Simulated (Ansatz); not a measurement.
```xyz
2
Lattice="0.0000 2.8476 2.8476 2.8476 0.0000 2.8476 2.8476 2.8476 0.0000" Properties=species:S:1:pos:R:3 pbc="T T T"
Se     4.2713     4.2713     4.2713
Zn     0.0000     0.0000     0.0000
```

A single point on ZnSe with a change (pressure −1 GPa), its geometry relaxed with r2SCAN.

Computed with HSE06 in Ansatz (plane waves to 420 eV, PAW, spin-orbit coupling included). Settings: 6×6×6 k-points, 0.01 eV Fermi–Dirac smearing.

Problem. What is the computed valence-band top at Γ (three highest Kramers pairs, from the VBM)?

Solution. 0.00, 0.00, -0.43 eV.

Problem. Estimate the band gap.

Solution. 2.21 eV.

Single points use the geometry relaxed with r2SCAN. Load acts through the strain it causes; cell and atoms are relaxed under it. No phonon test of stability was made. The cell was made from ZnSe in the zinc blende structure (space group F-43m, No. 216) by this change: pressure −1 GPa.

Ansatz is an electronic-structure program.
